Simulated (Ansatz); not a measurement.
CsGeBr₃ (Pm-3m, No. 221, 5 atoms in the cell; start mp-570223; high-temperature phase)

Calculation: LDA (plane waves, PAW; Ansatz, a first-principles code).

Numerical settings: plane-wave cutoff 520 eV, 6×6×6 k mesh, Fermi–Dirac smearing 0.01 eV, scalar-relativistic PAW data made under PBE.

Cell (relaxed at this level):

CsBr₃Ge is taken in the cubic space group Pm-3m (No. 221), the cubic perovskite structure, Pearson symbol cP5. Conventional cell: a = b = c = 5.387 Å, α = β = γ = 90.00°. Cs on 1a sees 12 Br at 3.809 Å (cuboctahedral). Ge on 1b is surrounded by 6 Br at 2.694 Å (octahedral). Br on 3c has 2 Ge at 2.694 Å and 4 Cs at 3.809 Å (octahedral). (Neighbours: up to the widest gap in distance over summed covalent radii, below 1.35, at either atom; cation-cation and far metal-metal contacts left out.)

For CsGeBr₃ (Pm-3m, No. 221, 5 atoms in the cell; start mp-570223; high-temperature phase), the band gap comes out as 0.13 eV (on the SCF k mesh) and the direct gap at Γ is 5.21 eV. The bulk modulus is 30.7 GPa.

Note: the relaxation could not lower the start's symmetry, so the cell can be a saddle point above a distorted one; the bulk modulus is −V dP/dV from two relaxed cells at ±2 % in volume.

Spin–orbit coupling is not included; it can close the smallest gap of 0.13 eV.

The computed numbers hold no vibrational or temperature effects.

A start named mp-… is a Materials Project structure, which need not be a measured phase.
